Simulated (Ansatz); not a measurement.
Start from Sn in the diamond structure (space group Fd-3m, No. 227; a = 6.474 Å; relaxed with 0.1 eV smearing). Axes: x, y, z lie along the cube axes.

The values are results of LDA/PAW in Ansatz (a first-principles code), spin-orbit coupling left out, not measurements.

Strains are applied to the cell and any free atomic positions relax.

One change was made to it. Results:

```json
[
 {"quantity": "pressure (mean of the normal stresses, compression positive)", "base": "0.0 GPa", "after": "-1.2 GPa"},
 {"quantity": "energy relative to the base (free energy F)", "base": "0 meV/atom", "after": "+6.2 meV/atom"}
]
```

**Question.** Name the change that was made.
A) uniaxial strain ε_zz = +3.00 %
B) uniaxial strain ε_zz = −1.50 %
C) uniaxial strain ε_zz = +2.50 %
D) uniaxial strain ε_zz = −1.00 %
E) uniaxial strain ε_zz = −2.50 %

**Answer.** A, uniaxial strain ε_zz = +3.00 %. For comparison, the energy relative to the base in the other runs: uniaxial strain ε_zz = −1.00 % gives +0.7 meV/atom; uniaxial strain ε_zz = +2.50 % gives +4.3 meV/atom; uniaxial strain ε_zz = −2.50 % gives +4.4 meV/atom; uniaxial strain ε_zz = −1.50 % gives +1.6 meV/atom.

Stability against distortions was not tested.
